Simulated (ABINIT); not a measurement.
Worked example: self-consistent single point of CdTe (F-43m, 2 atoms in the cell) in ABINIT.

Level of theory: PBE, spin-orbit coupling, PAW (JTH v2.0 PBE PAW) (plane waves; ABINIT 10.0.3).

```xyz
2
Lattice="0.0000 3.2400 3.2400 3.2400 0.0000 3.2400 3.2400 3.2400 0.0000" Properties=species:S:1:pos:R:3 pbc="T T T"
Cd     0.0000     0.0000     0.0000
Te     1.6200     1.6200     1.6200
```

Reference input (self-consistent single point, DFT, PBE, plane waves, PAW (JTH v2.0 PBE PAW)): pseudos = [Cd.GGA_PBE-JTH.xml, Te.GGA_PBE-JTH.xml]; ecut = 20 Ha; pawecutdg = 40 Ha; occopt = 3; tsmear = 0.05 eV; ngkpt = 5 5 5; nshiftk = 1; shiftk = 0 0 0; potentials = JTH v2.0 PBE PAW; nband = 14; kptopt = 1; nstep = 60. This run's input differs from it in these lines:

```diff
@@ -17,6 +17,8 @@
 pawecutdg 40 Ha
+nspinor 2
+nspden 1
 occopt 3
 tsmear 0.05 eV
-nband 14
-kptopt 1
+nband 30
+kptopt 4
 ngkpt 5 5 5
```

Log, with long lists cut:

```
--- !BeginCycle
solver: {iscf: 17, nstep: 60, nline: 4, wfoptalg: 10, }
tolerances: {tolvrs: 1.00E-11, }
...

     iter   Etot(hartree)      deltaE(h)  residm     nres2
 ETOT  1  -55.843622806754    -5.584E+01 1.394E-01 2.006E+00
 ETOT  2  -55.909579166978    -6.596E-02 3.186E-02 3.990E-01
 ETOT  3  -55.908964567009     6.146E-04 1.621E-02 7.150E-02
 ETOT  4  -55.909614660150    -6.501E-04 7.445E-03 1.626E-02
 ETOT  5  -55.909994486533    -3.798E-04 1.071E-01 2.870E-03
   [... 28 lines left out ...]
 ETOT 34  -55.910156554163    -3.141E-12 3.053E-05 4.905E-11
 ETOT 35  -55.910156554161     1.862E-12 3.714E-05 9.042E-11
 ETOT 36  -55.910156554161    -9.948E-14 3.562E-05 6.368E-11
 ETOT 37  -55.910156554162    -5.898E-13 4.311E-05 9.096E-12
 At SCF step   37       nres2   =  9.10E-12 < tolvrs=  1.00E-11 =>converged.

 Cartesian components of stress tensor (hartree/bohr^3)
  sigma(1 1)= -9.26095350E-05  sigma(3 2)=  0.00000000E+00
  sigma(2 2)= -9.26095350E-05  sigma(3 1)=  0.00000000E+00
  sigma(3 3)= -9.26095350E-05  sigma(2 1)=  0.00000000E+00

 ----iterations are completed or convergence reached----

 reduced coordinates (array xred) for    2 atoms
       0.000000000000      0.000000000000      0.000000000000
       0.250000000000      0.250000000000      0.250000000000
 cartesian forces (eV/Angstrom) at end:
    1     -0.00000000000000    -0.00000000000000    -0.00000000000000
    2     -0.00000000000000    -0.00000000000000    -0.00000000000000
 frms,max,avg= 0.0000000E+00 0.0000000E+00   0.000E+00  0.000E+00  0.000E+00 e/A
   [... lines left out ...]
 Fermi (or HOMO) energy (hartree) =  -0.07836   Average Vxc (hartree)=  -0.30855
   [... lines left out ...]
'-kT*entropy'       : -3.23747148421287E-06
total_energy        : -5.59101576468080E+01
total_energy_eV     : -1.52139276140041E+03
...

-Cartesian components of stress tensor (GPa)         [Pressure=  2.7247E+00 GPa]
- sigma(1 1)= -2.72466613E+00  sigma(3 2)=  0.00000000E+00
- sigma(2 2)= -2.72466613E+00  sigma(3 1)=  0.00000000E+00
- sigma(3 3)= -2.72466613E+00  sigma(2 1)=  0.00000000E+00

 Calculation completed.
```

The run converged in 37 iterations. 

The starting cell has typed, rounded lattice constants, without a prior relaxation at this level.

These are the values that this program gave, and no reference: the one-centre exchange-correlation terms come from a truncated expansion.

Cost on one core of a shared machine: roughly 7 min.
